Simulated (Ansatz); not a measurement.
## Short convergence ladders for a (001) slab of Mo2Rh (cut from a parent of space group no. 69; 6 atoms in the cell)

```yaml
crystal:
  lattice:
    - [2.71443, 0.00000, 0.00000]
    - [-2.85316, 2.71089, 0.00000]
    - [0.00000, 0.00000, 24.13751]
  atoms:
    - { symbol: Mo, position: [0.00000, 0.00000, 0.29001] }
    - { symbol: Mo, position: [0.00000, 0.50000, 0.71000] }
    - { symbol: Mo, position: [0.00000, 0.50000, 0.54646] }
    - { symbol: Mo, position: [0.00000, 0.00000, 0.45354] }
    - { symbol: Rh, position: [0.00000, 0.00000, 0.62823] }
    - { symbol: Rh, position: [0.00000, 0.50000, 0.37177] }
```

Base method: PBEsol, default PAW files made with PBE (plane waves; Ansatz, a quantum-chemistry and plane-wave program).

Base settings: basis.ecutwfc = 420 eV; kpoints.mp_grid.grid = 8 8 1; hamiltonian.xc = pbesol; hamiltonian.pseudopotentials = {kind: paw} (the program's default PAW files); scf.occupations.method = gaussian; scf.occupations.width = 0.1 eV.

The count of work is k-points × plane waves × bands × iterations; it is no time. 

**The vacuum**

The mesh stays at the base's, so the ladder's end is converged at best in this setting alone.

Only quantities that move along the ladder and can be compared are tabulated.

```tsv
vacuum between outermost atoms (Å)	free energy less the last step's (meV/atom)	largest difference of a force vector from the last step's (eV/Å)	count of work / last
3.0	-342.36	2.056	0.36
4.0	-101.85	0.861	0.43
5.0	-22.04	0.273	0.37
6.0	-3.20	0.040	0.40
7.0	-0.70	0.006	0.43
8.0	-0.22	0.003	0.45
10.0	-0.03	0.000	0.50
12.0	0.00	0.000	0.55
14.0	0.00	0.000	0.60
17.0	-0.01	0.000	0.67
20.0	0.00	0.000	0.75
25.0	0.00	0.000	0.87
30.0	0.00	0.000	1.0
```

Smallest vacuum between outermost atoms (Å) that holds the forces within 0.02 eV/Å of the last step, with all finer ones: 7.0, at 0.43 of the last step's count of work; the step before is off by 0.040 eV/Å.

Smallest vacuum between outermost atoms (Å) that holds the free energy within 5 meV/atom of the last step, with all finer ones: 6.0, at 0.40 of the last step's count of work; the step before is off by 22 meV/atom.

**The plane-wave cutoff**

The mesh stays at the base's, so the ladder's end is converged at best in this setting alone.

Only quantities that move along the ladder and can be compared are tabulated.

| basis.ecutwfc | free energy less the last step's (meV/atom) | largest difference of a force vector from the last step's (eV/Å) | count of work / last |
|---|---|---|---|
| 210 eV | 4318.50 | 0.821 | 0.12 |
| 250 eV | 883.69 | 0.346 | 0.14 |
| 295 eV | 119.40 | 0.013 | 0.21 |
| 355 eV | 6.34 | 0.001 | 0.27 |
| 420 eV | 1.20 | 0.000 | 0.36 |
| 505 eV | 0.29 | 0.000 | 0.46 |
| 630 eV | 0.10 | 0.000 | 0.65 |
| 840 eV | 0.00 | 0.000 | 1.0 |

Coarsest basis.ecutwfc that holds the free energy within 2 meV/atom of the last step, with all finer ones: 420 eV, at 0.36 of the last step's count of work; the step before is off by 6.3 meV/atom.

Coarsest basis.ecutwfc that holds the forces within 0.02 eV/Å of the last step, with all finer ones: 295 eV, at 0.21 of the last step's count of work; the step before is off by 0.35 eV/Å.

On the base run: the starting cell comes from a database of computed structures (which also holds hypothetical and non-ambient phases and stackings), without a prior relaxation at this level. The slab is cut from that crystal, and its faces are unrelaxed. Its lattice was rescaled by up to half a per cent. Spin polarisation is off.

Keys are those of Ansatz 0.2.
